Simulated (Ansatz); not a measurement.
PBE against PBEsol: La2O3, pressure 30 GPa

Take La2O3 (space group P-3m1, No. 164; a = 3.940 Å, c = 6.188 Å) as the base.

(Cell as relaxed with PBE.)

Levels (all Ansatz, a program for electronic structure, PAW): PBE (420 eV, no SOC); PBEsol (420 eV, no spin-orbit coupling).

Each level relaxes its own structure.

```tsv
base	PBE	PBEsol
volume per atom	16.64 Å³	15.96 Å³
lattice parameter a	3.940 Å	3.906 Å
band gap	3.83 eV	3.77 eV
```

Perturbation: cell and atoms relaxed at a pressure of 30 GPa.

| quantity | PBE | PBEsol |
|---|---|---|
| c/a ratio | 1.410 | 1.389 |
| shift of the gap caused by the change | -0.10 eV | -0.17 eV |
| band gap | 3.74 eV | 3.61 eV |
| electron mass | 1.4 mₑ along c, 1.3 mₑ across (at K) | 1.1 mₑ along c, 1.0 mₑ across (at K) |

PBE's c/a ratio lies 0.0215 above PBEsol's; PBE's shift of the gap caused by the change lies 0.07 eV above PBEsol's; PBE's band gap lies 0.13 eV above PBEsol's. Neither level is exact; PBEsol is the comparison here, not a measurement.

Load acts through the strain it causes; cell and atoms are relaxed under it. Effective masses come from finite differences of ±0.01 Å⁻¹. Stability against distortions was not tested. No other phases were tried under pressure.
